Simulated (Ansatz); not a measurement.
Base system: Ba in the bcc (W type) structure (space group Im-3m, No. 229).

```xyz
1
Lattice="-2.5106 2.5106 2.5106 2.5106 -2.5106 2.5106 2.5106 2.5106 -2.5106" Properties=species:S:1:pos:R:3 pbc="T T T"
Ba     0.0000     0.0000     0.0000
```

The other end (x = 1) is Cs in the bcc (W type) structure (space group Im-3m, No. 229): 116.73 Å³/atom, gap zero.

Calculations: PBE (Ansatz, a first-principles code, PAW, without spin-orbit coupling).

Cs replaces a fraction x of Ba; each row is one arrangement (x, atoms in the cell, starting space group or random), fully relaxed.

One change was made to it. Results:

The mixing energy comes out as +0.16 eV/atom (to 0.01 eV only: unlike meshes or grids); the deviation of the volume from the linear (Vegard-type) interpolation is -9.0 %.

Which of these changes matches the shifts?
A) x(Cs) = 0.75, 4 atoms, Cmmm
B) x(Cs) = 0.5, 2 atoms, Cmmm
C) x(Cs) = 0.25, 4 atoms, P4/mmm
D) x(Cs) = 0.75, 4 atoms, Fm-3m

B, x(Cs) = 0.5, 2 atoms, Cmmm. For comparison, the deviation of the volume from the linear in the other runs: x(Cs) = 0.75, 4 atoms, Cmmm gives -6.5 %; x(Cs) = 0.75, 4 atoms, Fm-3m gives -4.8 %; x(Cs) = 0.25, 4 atoms, P4/mmm gives -7.3 %.

These are small ordered cells, not random alloys; other orderings at the same x differ. Stability against distortions was not tested. The base started in Cmcm and relaxed to Im-3m at this level. All final runs are without spin polarisation. An odd electron count without spin: CsBa, Cs3Ba and CsBa3.
